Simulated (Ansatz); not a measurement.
We look at the formation energy of Ni_Al in Al (fcc, Fm-3m). Reaction: 107 Al (fcc) + Ni (fcc) → cell A.

Cell A: a supercell of 108 sites of Al (fcc, Fm-3m) with Ni on an Al site (12 Al at 2.79 Å); spin state with PBE: no moments, k-point mesh 3×3×3.
```yaml
crystal:
  lattice:
    - [12.12333, 0.00000, 0.00000]
    - [0.00000, 12.12333, 0.00000]
    - [0.00000, 0.00000, 12.12333]
  atoms:
    - { symbol: Al, position: [0.00000, 0.99964, 0.00000] }
    - { symbol: Al, position: [0.00000, 0.16661, 0.16706] }
    - { symbol: Al, position: [0.16713, 0.00046, 0.16713] }
    - { symbol: Al, position: [0.16706, 0.16661, 0.00000] }
    - { symbol: Al, position: [0.00000, 0.00039, 0.33328] }
    - { symbol: Al, position: [0.00000, 0.16639, 0.50000] }
    - { symbol: Al, position: [0.16750, 0.00084, 0.50000] }
    - { symbol: Al, position: [0.16822, 0.16748, 0.33414] }
    - { symbol: Al, position: [0.00000, 0.00039, 0.66672] }
    - { symbol: Al, position: [0.00000, 0.16661, 0.83294] }
    - { symbol: Al, position: [0.16713, 0.00046, 0.83287] }
    - { symbol: Al, position: [0.16822, 0.16748, 0.66586] }
    - { symbol: Al, position: [0.00000, 0.33333, 0.00000] }
    - { symbol: Al, position: [0.00000, 0.50005, 0.16706] }
    - { symbol: Al, position: [0.16750, 0.33333, 0.16750] }
    - { symbol: Al, position: [0.16706, 0.50005, 0.00000] }
    - { symbol: Al, position: [0.00000, 0.33333, 0.33306] }
    - { symbol: Al, position: [0.00000, 0.50027, 0.50000] }
    - { symbol: Al, position: [0.16549, 0.33333, 0.50000] }
    - { symbol: Al, position: [0.16822, 0.49919, 0.33414] }
    - { symbol: Al, position: [0.00000, 0.33333, 0.66694] }
    - { symbol: Al, position: [0.00000, 0.50005, 0.83294] }
    - { symbol: Al, position: [0.16750, 0.33333, 0.83250] }
    - { symbol: Al, position: [0.16822, 0.49919, 0.66586] }
    - { symbol: Al, position: [0.00000, 0.66703, 0.00000] }
    - { symbol: Al, position: [0.00000, 0.83333, 0.16631] }
    - { symbol: Al, position: [0.16713, 0.66620, 0.16713] }
    - { symbol: Al, position: [0.16631, 0.83333, 0.00000] }
    - { symbol: Al, position: [0.00000, 0.66628, 0.33328] }
    - { symbol: Al, position: [0.00000, 0.83333, 0.50000] }
    - { symbol: Al, position: [0.16750, 0.66583, 0.50000] }
    - { symbol: Al, position: [0.16706, 0.83333, 0.33328] }
    - { symbol: Al, position: [0.00000, 0.66628, 0.66672] }
    - { symbol: Al, position: [0.00000, 0.83333, 0.83369] }
    - { symbol: Al, position: [0.16713, 0.66620, 0.83287] }
    - { symbol: Al, position: [0.16706, 0.83333, 0.66672] }
    - { symbol: Al, position: [0.33328, 0.00039, 0.00000] }
    - { symbol: Al, position: [0.33414, 0.16748, 0.16822] }
    - { symbol: Al, position: [0.50000, 0.00084, 0.16750] }
    - { symbol: Al, position: [0.50000, 0.16639, 0.00000] }
    - { symbol: Al, position: [0.33414, 0.00155, 0.33414] }
    - { symbol: Al, position: [0.33748, 0.17082, 0.50000] }
    - { symbol: Al, position: [0.50000, 0.99882, 0.50000] }
    - { symbol: Al, position: [0.50000, 0.17082, 0.33748] }
    - { symbol: Al, position: [0.33414, 0.00155, 0.66586] }
    - { symbol: Al, position: [0.33414, 0.16748, 0.83178] }
    - { symbol: Al, position: [0.50000, 0.00084, 0.83250] }
    - { symbol: Al, position: [0.50000, 0.17082, 0.66252] }
    - { symbol: Al, position: [0.33306, 0.33333, 0.00000] }
    - { symbol: Al, position: [0.33414, 0.49919, 0.16822] }
    - { symbol: Al, position: [0.50000, 0.33333, 0.16549] }
    - { symbol: Al, position: [0.50000, 0.50027, 0.00000] }
    - { symbol: Al, position: [0.33748, 0.33333, 0.33748] }
    - { symbol: Al, position: [0.33748, 0.49585, 0.50000] }
    - { symbol: Ni, position: [0.50000, 0.33333, 0.50000] }
    - { symbol: Al, position: [0.50000, 0.49585, 0.33748] }
    - { symbol: Al, position: [0.33748, 0.33333, 0.66252] }
    - { symbol: Al, position: [0.33414, 0.49919, 0.83178] }
    - { symbol: Al, position: [0.50000, 0.33333, 0.83451] }
    - { symbol: Al, position: [0.50000, 0.49585, 0.66252] }
    - { symbol: Al, position: [0.33328, 0.66628, 0.00000] }
    - { symbol: Al, position: [0.33328, 0.83333, 0.16706] }
    - { symbol: Al, position: [0.50000, 0.66583, 0.16750] }
    - { symbol: Al, position: [0.50000, 0.83333, 0.00000] }
    - { symbol: Al, position: [0.33414, 0.66511, 0.33414] }
    - { symbol: Al, position: [0.33306, 0.83333, 0.50000] }
    - { symbol: Al, position: [0.50000, 0.66784, 0.50000] }
    - { symbol: Al, position: [0.50000, 0.83333, 0.33306] }
    - { symbol: Al, position: [0.33414, 0.66511, 0.66586] }
    - { symbol: Al, position: [0.33328, 0.83333, 0.83294] }
    - { symbol: Al, position: [0.50000, 0.66583, 0.83250] }
    - { symbol: Al, position: [0.50000, 0.83333, 0.66694] }
    - { symbol: Al, position: [0.66672, 0.00039, 0.00000] }
    - { symbol: Al, position: [0.66586, 0.16748, 0.16822] }
    - { symbol: Al, position: [0.83287, 0.00046, 0.16713] }
    - { symbol: Al, position: [0.83294, 0.16661, 0.00000] }
    - { symbol: Al, position: [0.66586, 0.00155, 0.33414] }
    - { symbol: Al, position: [0.66252, 0.17082, 0.50000] }
    - { symbol: Al, position: [0.83250, 0.00084, 0.50000] }
    - { symbol: Al, position: [0.83178, 0.16748, 0.33414] }
    - { symbol: Al, position: [0.66586, 0.00155, 0.66586] }
    - { symbol: Al, position: [0.66586, 0.16748, 0.83178] }
    - { symbol: Al, position: [0.83287, 0.00046, 0.83287] }
    - { symbol: Al, position: [0.83178, 0.16748, 0.66586] }
    - { symbol: Al, position: [0.66694, 0.33333, 0.00000] }
    - { symbol: Al, position: [0.66586, 0.49919, 0.16822] }
    - { symbol: Al, position: [0.83250, 0.33333, 0.16750] }
    - { symbol: Al, position: [0.83294, 0.50005, 0.00000] }
    - { symbol: Al, position: [0.66252, 0.33333, 0.33748] }
    - { symbol: Al, position: [0.66252, 0.49585, 0.50000] }
    - { symbol: Al, position: [0.83451, 0.33333, 0.50000] }
    - { symbol: Al, position: [0.83178, 0.49919, 0.33414] }
    - { symbol: Al, position: [0.66252, 0.33333, 0.66252] }
    - { symbol: Al, position: [0.66586, 0.49919, 0.83178] }
    - { symbol: Al, position: [0.83250, 0.33333, 0.83250] }
    - { symbol: Al, position: [0.83178, 0.49919, 0.66586] }
    - { symbol: Al, position: [0.66672, 0.66628, 0.00000] }
    - { symbol: Al, position: [0.66672, 0.83333, 0.16706] }
    - { symbol: Al, position: [0.83287, 0.66620, 0.16713] }
    - { symbol: Al, position: [0.83369, 0.83333, 0.00000] }
    - { symbol: Al, position: [0.66586, 0.66511, 0.33414] }
    - { symbol: Al, position: [0.66694, 0.83333, 0.50000] }
    - { symbol: Al, position: [0.83250, 0.66583, 0.50000] }
    - { symbol: Al, position: [0.83294, 0.83333, 0.33328] }
    - { symbol: Al, position: [0.66586, 0.66511, 0.66586] }
    - { symbol: Al, position: [0.66672, 0.83333, 0.83294] }
    - { symbol: Al, position: [0.83287, 0.66620, 0.83287] }
    - { symbol: Al, position: [0.83294, 0.83333, 0.66672] }
```

Reference: Al (fcc, Fm-3m), 108 atoms in the cell, the relaxed perfect crystal repeated, atoms not moved again, k-point mesh 3×3×3 on the run's own vectors.

Reference: Ni (fcc, Fm-3m), 1 atom in the cell; spin state with PBE: net moment 0.6 μB a cell, k-point mesh 30×30×30 on the run's own vectors. Conventional cell: a = b = c = 3.5208 Å, α = β = γ = 90.00°.

Plane-wave PAW calculations with Ansatz (a first-principles code), its default PAW set, cutoff 420 eV, 500 eV for r2SCAN. The structures are at rest with PBE, within the held lattices; other levels are single points on them. Neutral cells; Fermi-Dirac smearing of at most 0.10 eV in the solids, energies taken to zero width. The lattices are those relaxed with PBE, so at other levels the solids can be strained, which adds to the spread. Larger cells are relaxed from a start prepared with the learned potential CHGNet, on a coarser mesh till forces fall under 0.03 eV/Å, which some starts already meet. A dispersion term (D3(BJ), or D4 for r2SCAN) was computed beside these levels and is taken off wherever the name lacks it. The PAW files were made for PBE and serve at the other functionals too. Space groups of crystals are read within 0.01 Å. Static lattices, no vibrational contributions. Cells are local rest points, mostly with their start's symmetry. No search over spin orders was made beyond those shown. Values are for these cell sizes. Mesh and cell size may move defect energies by 0.1 eV or more. Cell A has symmetry Pm-3m within 0.02 Å and got no random move, so less symmetric positions, which may lie lower, weren't tried.

**Question.** Give the value at the level PBE.

**Answer.** -0.77 eV, for 107 Al (fcc) + Ni (fcc) → cell A.

**Question.** List the value at the remaining levels and say how far they part.

**Answer.** 
```tsv
Functional	value (eV)	less PBE
r2SCAN	-0.64	0.13
```

The levels shown span 0.13 eV, from PBE (-0.77) to r2SCAN (-0.64).
